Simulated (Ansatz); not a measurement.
Consider InAs in the zinc blende structure (space group F-43m, No. 216; a = 6.0261 Å). Axes: x, y, z lie along the cube axes.

The values are results of DFT with LDA, PAW potentials and a 420 eV plane-wave cutoff in Ansatz (a quantum-chemistry and plane-wave program), spin-orbit coupling left out, not measurements.

Strains are applied to the cell and any free atomic positions relax; under biaxial strain the out-of-plane vector relaxes too.

One change was made to it. Results:

The energy increases by 0.4 meV/atom; the pressure (mean of the normal stresses, compression positive) goes from zero to 0.3 GPa; the volume per atom decreases by 0.156 Å³ to 27.20 Å³.

**Question.** Name the change that was made.
(A) biaxial strain −0.42 %, plane normal [111], relaxed out of plane
(B) biaxial strain +2.50 %, plane normal [111], relaxed out of plane
(C) biaxial strain −0.83 %, plane normal [111], relaxed out of plane

**Answer.** A, biaxial strain −0.42 %, plane normal [111], relaxed out of plane. For comparison, the volume per atom in the other runs: biaxial strain +2.50 %, plane normal [111], relaxed out of plane gives 28.30 Å³; biaxial strain −0.83 %, plane normal [111], relaxed out of plane gives 27.04 Å³.

A case with no gap was solved on a k-mesh chosen for an insulator, which is coarse for it. Stability against distortions was not tested. All final runs are without spin polarisation. Gaps under 0.05 eV, about the width of the smearing, are given as zero.
